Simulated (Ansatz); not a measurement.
Base system: KF in the rock salt structure (space group Fm-3m, No. 225; a = 5.318 Å). Axes: x, y, z lie along the cube axes.

Method: plane-wave PAW DFT at the r2SCAN level (Ansatz, a quantum-chemistry and plane-wave program, 500 eV), no SOC.

Strains are applied to the cell and any free atomic positions relax.

One change was made to it. Results:

The pressure goes from zero to -3.51 GPa; the band gap decreases by 0.70 eV (6.91 eV → 6.21 eV); the energy goes up by 36 meV/atom.

Task: Which change produced these results?
A) isotropic strain −3.00 %
B) uniaxial strain ε_yy = −4.32 %
C) uniaxial strain ε_yy = +0.78 %
D) isotropic strain +4.79 %
E) strain tensor (xx, yy, zz, yz, xz, xy) = (−0.95, −0.02, −0.94, −0.14, −0.55, +0.28) %

Result: D, isotropic strain +4.79 %. For comparison, the band gap in the other runs: uniaxial strain ε_yy = −4.32 % gives 7.07 eV; uniaxial strain ε_yy = +0.78 % gives 6.86 eV; strain tensor (xx, yy, zz, yz, xz, xy) = (−0.95, −0.02, −0.94, −0.14, −0.55, +0.28) % gives 7.00 eV; isotropic strain −3.00 % gives 7.43 eV.

Whether these cells are dynamically stable was not tested.
